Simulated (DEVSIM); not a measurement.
System: abrupt Si n-p junction, at 300 K.

Layer 1 from the left is Si, thickness (μm) 49.0, Nd (cm⁻³) 1.4e17, τn (s) 9e-6, τp (s) 9e-6. Layer 2 from the left is Si, thickness (μm) 35.0, Na (cm⁻³) 7.4e15, τn (s) 9e-6, τp (s) 9e-6.

Left contact: ohmic. Right contact: ohmic. Voltage is applied to the left contact. Recombination: SRH at mid-gap, Auger. Gap narrowing is on: ΔEg = 6.92 meV × (l + √(l² + 0.5)), l = ln(N/1.3e17 cm⁻³), shared equally by both band edges. Mobility is μmin + (μ − μmin)/(1 + (N/Nref)^α).

This is a model device: material constants are rounded textbook-type values typed into the input, and sizes, dopings and lifetimes were drawn at random. Values at 300 K.

Si: gap (eV) 1.124, affinity (eV) 4.05, permittivity 11.7, Nc (cm⁻³) 2.86e19, Nv (cm⁻³) 3.1e19, μn (cm²/Vs) 1417, μp (cm²/Vs) 470, μn,min 52, μp,min 45, Nref,n 9.7e16, Nref,p 2.2e17, αn 0.68, αp 0.72, Cn (cm⁶/s) 2.8e-31, Cp (cm⁶/s) 9.9e-32.

Model (solved in DEVSIM): 1D drift-diffusion, Boltzmann statistics, complete ionisation; no tunnelling, impact ionisation, image-force lowering or self-heating.

Question: What does the simulation give for the dark forward voltage at 1 A/cm², the dark forward voltage at 100 A/cm², the largest field in the device at zero bias?

Answer: dark forward voltage at 1 A/cm² 0.634 V; dark forward voltage at 100 A/cm² 0.826 V; largest field in the device at zero bias 41000 V/cm.
